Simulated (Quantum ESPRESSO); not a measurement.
A self-consistent single point of HfH2 (P1, 3 atoms in the cell) with Quantum ESPRESSO.

Method: PBEsol, GBRV 1.5 ultrasoft (PBESOL) pseudopotentials (plane waves; Quantum ESPRESSO).

The change in words: lattice scaled by 0.98. Reference geometry:
```yaml
crystal:
  lattice:
    - [-1.73070, 1.73070, 2.14480]
    - [1.73070, -1.73070, 2.14480]
    - [1.73070, 1.73070, -2.14480]
  atoms:
    - { symbol: Hf, position: [0.01080, 0.99658, 0.00580] }
    - { symbol: H, position: [0.24281, 0.75252, 0.50478] }
    - { symbol: H, position: [0.74638, 0.25090, 0.48942] }
```

Reference input (self-consistent single point, DFT, PBEsol, plane waves, GBRV 1.5 ultrasoft (PBESOL) pseudopotentials): ecutwfc = 40 Ry; ecutrho = 320 Ry; occupations = smearing; smearing = gaussian; degauss = 0.0073499 Ry; potentials = {Hf: hf_pbesol_v1.uspp.F.UPF, H: h_pbesol_v1.4.uspp.F.UPF}; K_POINTS = automatic 10 10 11 0 0 0; conv_thr = 1e-10 Ry; mixing_beta = 0.3. This run's input differs from it in these lines:

```diff
@@ -33,5 +33,5 @@
 CELL_PARAMETERS {angstrom}
-  -1.730705000     1.730705000     2.144800000
-   1.730705000    -1.730705000     2.144800000
-   1.730705000     1.730705000    -2.144800000
+  -1.696091000     1.696091000     2.101904000
+   1.696091000    -1.696091000     2.101904000
+   1.696091000     1.696091000    -2.101904000
```

The program printed (abridged):

```
     G-vector sticks info
     --------------------
     sticks:   dense  smooth     PW     G-vecs:    dense   smooth      PW
     Sum         919     461    171                15747     5547    1249

     bravais-lattice index     =            0
     lattice parameter (alat)  =       6.0268  a.u.
     unit-cell volume          =     163.2179 (a.u.)^3
   [... lines left out ...]
   [... 1246 lines left out ...]
[... 760268 characters left out ...]
 1.0000   1.0000   1.0000   0.0000
     0.0000   0.0000   0.0000

          k =-0.1966 0.2906 0.5311 (   698 PWs)   bands (ev):

   -46.9366 -16.0549 -15.8867 -15.5667   7.8287   8.8867  13.0172  16.4365
    18.4064  20.3607  22.3368

     occupation numbers
     1.0000   1.0000   1.0000   1.0000   1.0000   1.0000   1.0000   0.0000
     0.0000   0.0000   0.0000

          k = 0.4701-0.2821-0.1517 (   691 PWs)   bands (ev):

   -46.9418 -16.1237 -15.7405 -15.5858   8.0095   8.8142  12.1746  17.5574
    19.4300  19.5492  21.8579

     occupation numbers
     1.0000   1.0000   1.0000   1.0000   1.0000   1.0000   1.0000   0.0000
     0.0000   0.0000   0.0000

   [... 301 blocks of this kind left out ...]

     the Fermi energy is    15.1418 ev

!    total energy              =    -160.95367845 Ry
     estimated scf accuracy    <          7.3E-11 Ry
     smearing contrib. (-TS)   =      -0.00019281 Ry
     internal energy E=F+TS    =    -160.95348564 Ry

     The total energy is F=E-TS. E is the sum of the following terms:
     one-electron contribution =     -15.78285750 Ry
     hartree contribution      =      13.66488092 Ry
     xc contribution           =     -76.92852794 Ry
     ewald contribution        =     -81.90698112 Ry

     convergence has been achieved in  11 iterations

     negative rho (up, down):  1.119E-01 0.000E+00

     Forces acting on atoms (cartesian axes, Ry/au):

     atom    1 type  1   force =     0.00922494   -0.01899995   -0.00352215
     atom    2 type  2   force =    -0.00952919    0.00715197    0.00645236
     atom    3 type  2   force =     0.00030425    0.01184798   -0.00293021

     Total force =     0.028127     Total SCF correction =     0.000001

     negative rho (up, down):  1.119E-01 0.000E+00
          total   stress  (Ry/bohr**3)                   (kbar)     P=       86.89
   0.00070659   0.00000432  -0.00009650          103.94        0.64      -14.19
   0.00000432   0.00055900   0.00004665            0.64       82.23        6.86
  -0.00009650   0.00004665   0.00050633          -14.19        6.86       74.48

   JOB DONE.
```

The run converged in 11 iterations. Against the reference run the free energy rises by 12.3 meV/atom, the pressure goes from -1.72 to 8.69 GPa and the largest force goes from 0.464 to 0.551 eV/Å.

The starting cell comes from a database of computed structures (which also holds hypothetical and non-ambient phases and stackings), without a prior relaxation at this level. Its atoms were displaced at random from the sites of space group no. 139. For this run, on top of that: lattice scaled by 0.98. With a pressure of about 9 GPa the cell is away from its equilibrium volume at this level.

Cost on one core of a shared machine: roughly 3 min.
